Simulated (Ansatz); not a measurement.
# Response to strain in GaN

Consider GaN in the wurtzite structure (space group P6_3mc, No. 186; a = 3.1518 Å, c = 5.1383 Å). Axes: x lies along a and z along c of the hexagonal cell.

Strains are applied to the cell and any free atomic positions relax.

Calculations: Kohn–Sham DFT with the LDA functional, run in Ansatz (a first-principles code) with PAW and 420 eV plane waves, no spin-orbit coupling.

```json
[
 {"uniaxial strain ε_zz (%)": "0", "band gap (eV)": "2.13"},
 {"uniaxial strain ε_zz (%)": "0.6", "band gap (eV)": "2.07"},
 {"uniaxial strain ε_zz (%)": "1.2", "band gap (eV)": "?"},
 {"uniaxial strain ε_zz (%)": "1.8", "band gap (eV)": "1.94"},
 {"uniaxial strain ε_zz (%)": "2.4", "band gap (eV)": "1.87"},
 {"uniaxial strain ε_zz (%)": "3", "band gap (eV)": "1.80"}
]
```

Task: Fit E_g = E₀ + Dε (ε in %) to the rows shown and predict the withheld row.

Result: Least squares on the printed values gives E₀ = 2.13 eV, D = -110 meV per % of strain (largest residual 0.00 eV); this predicts 2.00 eV, and the run gives 2.00 eV, in agreement.

Stability against distortions was not tested.
